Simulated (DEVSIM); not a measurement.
System: Au/SiO2/p-Si capacitor, at 300 K.

Layer 1 from the left is SiO2, thickness (nm) 1.30. Layer 2 from the left is Si, thickness (nm) 830, Na (cm⁻³) 4.8e17.

Metal gate on the left, work function 5.1 eV. Fixed charge at the semiconductor interface 0 cm⁻² (in units of +e); no interface traps.

This is a model device: material constants are rounded textbook-type values typed into the input, and sizes, dopings and lifetimes were drawn at random. Values at 300 K.

SiO2: gap (eV) 9, affinity (eV) 0.9, permittivity 3.9. Si: gap (eV) 1.124, affinity (eV) 4.05, permittivity 11.7, Nc (cm⁻³) 2.86e19, Nv (cm⁻³) 3.1e19.

DEVSIM, 1D Poisson equation in equilibrium, Boltzmann statistics, complete ionisation; no quantum confinement or tunnelling. Metal contacts follow the ideal Schottky-Mott rule: no Fermi-level pinning, no interface dipoles.

Q: What does the simulation give for the minimum of the low-frequency capacitance, the flat-band voltage, the threshold voltage (band bending 2φF)?

A: minimum of the low-frequency capacitance 0.215 μF/cm²; flat-band voltage 0.03 V; threshold voltage (band bending 2φF) 1.09 V.
